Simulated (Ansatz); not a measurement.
The reference is ZnAu in the CsCl type structure (space group Pm-3m, No. 221; a = 3.129 Å; relaxed with 0.1 eV smearing). Axes: x, y, z lie along the cube axes.

Calculations: DFT with PBEsol, PAW potentials and a 420 eV plane-wave cutoff in Ansatz (a quantum-chemistry and plane-wave program), no spin-orbit coupling.

Now apply this change: tensor shear ε_xy = +2.00 % (engineering shear γ = 0.0400), atoms relaxed at fixed cell.

Problem. Predict the stress tensor and what it implies for the stiffness.

Solution. Stress of the strained cell less that of the base (GPa, compression positive):
```
    0.2    -2.3     0.0
   -2.3     0.2     0.0
    0.0     0.0     0.3
```

Then −Δσ/γ with γ = 2ε = 0.0400 gives secant stiffness values (nonlinear terms included at this strain): C66 ≈ 58 GPa.

As a check, the harmonic strain energy −½ V₀ Δσ:ε is 4.4 meV/atom; the computed energy rise is 4.4 meV/atom.

No phonon test of stability was made.
